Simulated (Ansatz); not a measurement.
System: CsGeCl₃ (R3m, No. 160; cell taken from a computed entry). Method: G0W0@HSE06 in Ansatz (plane waves, hard PAW, contour deformation, complete-basis limit).

Settings: largest k mesh 4×4×4 (not extrapolated in the mesh).

Cell (fixed, not relaxed at this level and not confirmed as the measured one):

```cif
data_Cl3CsGe
_chemical_formula_sum 'Cs1 Ge1 Cl3'
_space_group_name_H-M_alt 'P 1'
_space_group_IT_number 1
_cell_length_a 5.46189
_cell_length_b 5.46189
_cell_length_c 5.46189
_cell_angle_alpha 89.546
_cell_angle_beta 89.546
_cell_angle_gamma 89.546
loop_
_space_group_symop_operation_xyz
  'x, y, z'
loop_
_atom_site_label
_atom_site_type_symbol
_atom_site_fract_x
_atom_site_fract_y
_atom_site_fract_z
_atom_site_occupancy
Cs1 Cs 0.99840 0.99840 0.99840 1
Ge1 Ge 0.51553 0.51553 0.51553 1
Cl1 Cl 0.49671 0.49671 0.94864 1
Cl2 Cl 0.94864 0.49671 0.49671 1
Cl3 Cl 0.49671 0.94864 0.49671 1
```

Problem. What does this level give for the band gap?

Solution. 
band gap: 4.14 eV

Note: filled d or f shells below the valence bands can shift G0W0 gaps through exchange with them, which wasn't tested here; GW on a hybrid start was not checked against another program; the gap holds a correction of +0.33 eV to the complete basis.

Spin–orbit coupling is not included.

The computed numbers hold no vibrational or temperature effects.

Computing time: roughly 18 core-hours.

Ansatz is a quantum-chemistry and plane-wave program.
